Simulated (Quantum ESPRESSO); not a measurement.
## A series of runs on HfIr3 (Pm-3m, 4 atoms in the cell)

```
CELL_PARAMETERS angstrom
      3.92600     0.00000     0.00000
      0.00000     3.92600     0.00000
      0.00000     0.00000     3.92600
ATOMIC_POSITIONS crystal
  Ir 0.00000 0.50000 0.50000
  Ir 0.50000 0.00000 0.50000
  Ir 0.50000 0.50000 0.00000
  Hf 0.00000 0.00000 0.00000
```

Base run A: PBEsol, PseudoDojo standard norm-conserving (PBESOL) pseudopotentials in Quantum ESPRESSO, self-consistent single point.

Its settings: ecutwfc = 70 Ry; occupations = smearing; smearing = mp; degauss = 0.019992 Ry; potentials = {Ir: Ir.upf, Hf: Hf.upf}; K_POINTS = automatic 7 7 7 0 0 0; conv_thr = 1e-10 Ry; mixing_beta = 0.3.

The starting cell comes from a database of published, mostly measured structures (it also holds non-ambient and calculated ones), without a prior relaxation at this level. Spin polarisation is off.

Total energies depend on the potentials, the functional and any Hubbard or dispersion term, so they are compared only between runs that share all of them.

Runs:
- B: input_dft: default → blyp; potentials: PseudoDojo standard norm-conserving (PBE) [BLYP]
- C: input_dft: default → wc; potentials: PseudoDojo standard norm-conserving (PBE) [Wu-Cohen GGA]
- D: input_dft: default → vdw-df2; potentials: PseudoDojo standard norm-conserving (PBE) [vdW-DF2]
- E: input_dft: default → vdw-df-cx; potentials: PseudoDojo standard norm-conserving (PBE) [vdW-DF-cx]
- F: input_dft: default → rvv10; potentials: PseudoDojo standard norm-conserving (PBE) [rVV10]

```tsv
run	pressure (GPa)
A	-1.14
B	21.89
C	1.68
D	[?]
E	0.72
F	[?]
```

Task: Some entries are withheld; supply them.

Result: 
- D, pressure (GPa): 28.94
- F, pressure (GPa): 15.66

Left out of this page: 3 runs of the series held back from this collection.
